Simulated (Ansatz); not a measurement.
The boundary is one mirror-built cell; no search for the lowest one was made.

```
Property                                                                                                           Result
--------------------------  ---------------------------------------------------------------------------------------------
Junction                    Σ11 (113) symmetric tilt boundary in fcc Cu, with one O atom a cell (10.9 Å²) in the boundary
Cell area                                                                                                        10.92 Å²
Transmission a spin                                                                                                0.5684
Channels of the lower lead                                                                                          1.551
Channels of the upper lead                                                                                          1.549
```

The numbers are results of PBE (plane waves, PAW; Ansatz, an electronic-structure program), not measurements.

Q: Work out the resistance-area product that the junction adds between diffusive leads.

A: AR = A (h/2e²)[1/T − 1/(2N₁) − 1/(2N₂)] = 10.92 × 10⁻²⁰ m² × 12906 Ω × 1.11 = 1.6 × 10⁻¹⁵ Ω m².
